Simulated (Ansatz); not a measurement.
Consider LaP in the CsCl type structure (space group Pm-3m, No. 221; a = 3.641 Å; a hypothetical phase, not in the database extracts checked; relaxed with 0.1 eV smearing). Axes: x, y, z lie along the cube axes.

Computed with DFT with PBE, PAW potentials and a 420 eV plane-wave cutoff in Ansatz (a quantum-chemistry and plane-wave program), scalar-relativistic without spin-orbit coupling.

It is then changed as follows: every lattice vector is stretched by 2.92 %, atoms relaxed at fixed cell.

Predict the stress tensor and what it implies for the stiffness.

Stress of the strained cell less that of the base (GPa, compression positive):
```
   -5.4     0.0     0.0
    0.0    -5.4     0.0
    0.0     0.0    -5.4
```

Then B = −ΔP/(ΔV/V₀) with ΔV/V₀ = 0.0902 gives secant stiffness values (nonlinear terms included at this strain): B ≈ 60 GPa.

As a check, the harmonic strain energy −½ V₀ Δσ:ε is 35 meV/atom; the computed energy rise is 39 meV/atom.

Stability against distortions was not tested. The final runs are not spin-polarised.
